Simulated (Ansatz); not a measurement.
Start from SrTiSe₃ in the cubic perovskite structure (space group Pm-3m, No. 221; a = 4.953 Å; a hypothetical phase, not in the database extracts checked). Axes: x, y, z lie along the cube axes.

One thing is altered: biaxial strain −1.92 %, plane normal [001], relaxed out of plane (Cartesian); in-plane vectors clamped, the third vector and the atoms free.

Levels (all Ansatz, a first-principles code, PAW): PBEsol (420 eV, without spin-orbit coupling); r2SCAN (500 eV, scalar-relativistic without spin-orbit coupling).

The geometry is relaxed with PBEsol.

| Quantity | Result |
|---|---|
| PBEsol pressure | 1.4 GPa |

### Question
How does going to r2SCAN change the pressure?

### Answer
The pressure grows by 2.6 GPa to 4.0 GPa.

Single points use the geometry relaxed with PBEsol. Their cutoffs differ, which shifts pressures a little. No phonon test of stability was made. All final runs are without spin polarisation. Many cubic perovskites are stable only at high temperature; tilts and polar distortions were not tested. SrTiSe3 has a high density of states at the Fermi level and may be magnetic at this level.
